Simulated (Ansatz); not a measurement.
**A computed series for Sn: response to strain**

The reference is Sn in the diamond structure (space group Fd-3m, No. 227; a = 6.4745 Å; relaxed with 0.1 eV smearing). Axes: x, y, z lie along the cube axes.

Strains are applied to the cell and any free atomic positions relax.

Computed with LDA (Ansatz, a quantum-chemistry and plane-wave program; PAW; 420 eV plane waves; no spin-orbit coupling).

Notes on the quantities. energy relative to the base: free energy F.

| variant | energy relative to the base | volume per atom |
|---|---|---|
| base | 0 meV/atom | 33.93 Å³ |
| tensor shear ε_xy = +0.57 % | +0.4 meV/atom | 33.92 Å³ |
| tensor shear ε_xy = +1.14 % | [?] | 33.92 Å³ |
| tensor shear ε_xy = +2.00 % | +4.9 meV/atom | 33.91 Å³ |
| tensor shear ε_xy = +1.43 % | +2.5 meV/atom | 33.92 Å³ |
| tensor shear ε_xy = +0.29 % | +0.1 meV/atom | 33.93 Å³ |
| tensor shear ε_xy = +1.71 % | +3.6 meV/atom | 33.92 Å³ |
| tensor shear ε_xy = +0.86 % | +0.9 meV/atom | 33.92 Å³ |

Problem. Complete the table.

Solution. 
- tensor shear ε_xy = +1.14 %, energy relative to the base: +1.6 meV/atom

Stability against distortions was not tested.
